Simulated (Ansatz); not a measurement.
Consider the following.

End structure of the (311) surface of fcc Ir in its 1x1 cell, outermost plane spacing 1.17 Å in the ideal cut:

```xyz
10
Lattice="2.7372 0.0000 0.0000 -1.3686 4.5391 0.0000 0.0000 0.0000 27.0000" Properties=species:S:1:pos:R:3 pbc="T T T"
Ir     1.3686     2.1206     8.4287
Ir    -0.0001     4.1601     9.3295
Ir    -0.0005     1.6196    10.6295
Ir     1.3683     3.7127    11.7354
Ir     1.3686     1.2369    12.9265
Ir     0.0000     3.3023    14.0735
Ir     0.0003     0.8265    15.2646
Ir     1.3690     2.9195    16.3705
Ir     1.3687     0.3790    17.6705
Ir     0.0000     2.4185    18.5713
```

Set-up: 10 atoms, 10.5 Å thick at the start; mesh 14x8x1; 0.1 eV smearing; dipole correction on; single point; on the structure that PBE left under its start's symmetry; no spin, no spin-orbit, no U.

Problem. Predict the work function of the top face from Ansatz (a first-principles code) with r2SCAN, at the PBE geometry.

Solution. 5.35 eV

Problem. Give the surface energy (mean of both faces) at the level r2SCAN, at the PBE geometry.

Solution. 3.15 J/m²
